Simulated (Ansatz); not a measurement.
# How the lattice parameter a of HfGe (model structure, started from the TiAs type, P6₃/mmc, No. 194, 8 atoms in the cell) moves with the method

No measured value is used here.

Q: Put these levels in order of the lattice parameter a that they give for HfGe (model structure, started from the TiAs type, P6₃/mmc, No. 194, 8 atoms in the cell), smallest first: PBE (Ansatz, a first-principles code), PBE-D3(BJ) (Ansatz), PBEsol (Ansatz).

A: PBEsol (3.735 Å), PBE-D3(BJ) (3.748 Å), PBE (3.797 Å)

Density-functional levels without +SOC have no spin–orbit coupling. Ansatz's density-functional and Hartree–Fock values are scalar-relativistic unless marked +SOC, with PAW data made under PBE.

A model structure was made by putting elements into a prototype or built by hand; it is no filed structure, need not be a known phase, and can be a saddle point held by its symmetry.
